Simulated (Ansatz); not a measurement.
Levels about the gap of amorphous Zr₂₀O₄₃Sc₂ (65 atoms in a cell of 833 Å³, 5.19 g/cm³; zone centre alone, so wide bands show as single levels with stretches between that a denser mesh fills), at the geometry that PBE relaxed, where it gives 0.0 GPa on a denser mesh. Exact exchange is cut at the faces of this small cell, which leaves a finite-size error. The participation number counts the atoms over which a state spreads; weights are charges in smoothed Voronoi cells. The levels come from a single point, so bond lengths are those of that geometry. Method of the levels: HSE06, scalar-relativistic without spin-orbit coupling (Ansatz, a first-principles code). Sampling: the zone centre alone; Fermi-Dirac width 0.02 eV; no spin polarisation. At PBE the levels at the filled edge of the gap are localised (band-tail or defect states).

It comes from a melt-quench run on a machine-learned potential (CHGNet), relaxed afterwards by DFT. O atoms were pushed apart under 1.9 Å during the dynamics, to hinder bonds among them. The hot cell started wider than the set density and was brought back towards it in steps. It is the lowest in DFT energy of 2 quenches. It is a model cell: composition and starting density were chosen by hand, and all elements were melted together. No dispersion term was used. Its density started from a set value of 5.17 and ended at 5.19 g/cm³. The simulated quench (nominally 300 K/ps over its main leg) is rapid and tends to freeze in more defects than a deposited or slowly cooled glass has. A cell of this size samples the disorder only roughly. Volume and shape were free in the relaxation.

```json
[
 {"E - E(highest filled), eV": "-0.47", "filling": "filled", "participation number": "23.3", "largest on": "O, 2 neighbours", "weight O": "0.94", "weight Zr": "0.06", "weight Sc": "0.01"},
 {"E - E(highest filled), eV": "-0.37", "filling": "filled", "participation number": "23.2", "largest on": "O, 3 neighbours", "weight O": "0.95", "weight Zr": "0.05", "weight Sc": "0.00"},
 {"E - E(highest filled), eV": "-0.36", "filling": "filled", "participation number": "23.9", "largest on": "O, 2 neighbours", "weight O": "0.95", "weight Zr": "0.05", "weight Sc": "0.00"},
 {"E - E(highest filled), eV": "-0.32", "filling": "filled", "participation number": "12.1", "largest on": "O, 3 neighbours", "weight O": "0.95", "weight Zr": "0.04", "weight Sc": "0.01"},
 {"E - E(highest filled), eV": "-0.24", "filling": "filled", "participation number": "13.6", "largest on": "O, 3 neighbours", "weight O": "0.96", "weight Zr": "0.04", "weight Sc": "0.01"},
 {"E - E(highest filled), eV": "-0.18", "filling": "filled", "participation number": "11.1", "largest on": "O, 3 neighbours", "weight O": "0.94", "weight Zr": "0.06", "weight Sc": "0.01"},
 {"E - E(highest filled), eV": "0.00", "filling": "filled", "participation number": "9.9", "largest on": "O, 2 neighbours", "weight O": "0.95", "weight Zr": "0.05", "weight Sc": "0.00"},
 {"E - E(highest filled), eV": "5.02", "filling": "empty", "participation number": "18.0", "largest on": "Zr, 7 neighbours", "weight O": "0.37", "weight Zr": "0.59", "weight Sc": "0.03"},
 {"E - E(highest filled), eV": "5.15", "filling": "empty", "participation number": "17.6", "largest on": "Zr, 7 neighbours", "weight O": "0.36", "weight Zr": "0.61", "weight Sc": "0.03"},
 {"E - E(highest filled), eV": "5.28", "filling": "empty", "participation number": "21.4", "largest on": "Zr, 6 neighbours", "weight O": "0.37", "weight Zr": "0.62", "weight Sc": "0.02"},
 {"E - E(highest filled), eV": "5.32", "filling": "empty", "participation number": "21.4", "largest on": "Zr, 6 neighbours", "weight O": "0.34", "weight Zr": "0.65", "weight Sc": "0.01"},
 {"E - E(highest filled), eV": "5.35", "filling": "empty", "participation number": "29.9", "largest on": "Zr, 6 neighbours", "weight O": "0.34", "weight Zr": "0.61", "weight Sc": "0.05"},
 {"E - E(highest filled), eV": "5.45", "filling": "empty", "participation number": "29.2", "largest on": "Zr, 6 neighbours", "weight O": "0.33", "weight Zr": "0.60", "weight Sc": "0.07"},
 {"E - E(highest filled), eV": "5.51", "filling": "empty", "participation number": "31.6", "largest on": "Zr, 7 neighbours", "weight O": "0.33", "weight Zr": "0.63", "weight Sc": "0.04"}
]
```

Most localised among these is the filled level at +0.00 eV, on a O atom, which has 2 neighbours (Zr 1.98 Å, Zr 1.99 Å).
